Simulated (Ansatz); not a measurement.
The structure below was relaxed with Kohn–Sham DFT with the PBEsol functional, run in Ansatz (an electronic-structure program) with PAW and 420 eV plane waves, without spin-orbit coupling, earlier PAW set.

```xyz
2
Lattice="0.0000 2.4601 2.4601 2.4601 0.0000 2.4601 2.4601 2.4601 0.0000" Properties=species:S:1:pos:R:3 pbc="T T T"
Au     3.6901     3.6901     3.6901
B      0.0000     0.0000     0.0000
```

**Question.** Find the space group and the Wyckoff positions.

**Answer.** Space group F-43m (No. 216); a = b = c = 4.9202 Å, α = β = γ = 90.00°

```
atom  site  symmetry       x       y       z
----  ----  --------  ------  ------  ------
Au      4c      -43m  0.2500  0.2500  0.2500
B       4a      -43m  0.0000  0.0000  0.0000
```

**Question.** Describe the coordination.

**Answer.** The crystal has 8 atoms in its conventional cell. Conventional cell: a = b = c = 4.9202 Å, α = β = γ = 90.00°. Au sees 4 B at 2.131 Å (tetrahedral). B has 4 Au at 2.131 Å (tetrahedral). (Neighbours: up to the widest gap in distance over summed covalent radii, below 1.35, at either atom; cation-cation and far metal-metal contacts left out.)

Whether these cells are dynamically stable was not tested. The final runs are not spin-polarised. The cell was made from BAs by this change: As → Au; the result is a hypothetical phase, not in the database extracts checked.
